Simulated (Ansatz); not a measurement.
The parent structure is Ge in the diamond structure (space group Fd-3m, No. 227; a = 5.674 Å). Axes: x, y, z lie along the cube axes.

The values are results of r2SCAN, PAW, 500 eV (Ansatz, a quantum-chemistry and plane-wave program; no spin-orbit coupling), not measurements.

Base values:

| Property | Value |
|---|---|
| Shortest interatomic distance | 2.457 Å |

It is then changed as follows: uniaxial stress, 2 GPa tension along z, with the cell and atoms free to relax against it.

**Question.** What does the calculation give for the shortest interatomic distance after the change?

**Answer.** The shortest interatomic distance goes up by 0.008 Å, from 2.457 Å to 2.465 Å.

**Question.** What happens to the mean lateral Poisson ratio?

**Answer.** The mean lateral Poisson ratio comes out as 0.24.

**Question.** What does the calculation give for the secant Young's modulus along z after the change?

**Answer.** The secant Young's modulus along z comes out as 110 GPa.

Load acts through the strain it causes; cell and atoms are relaxed under it. Beyond what the load breaks, stability against distortions was not tested.
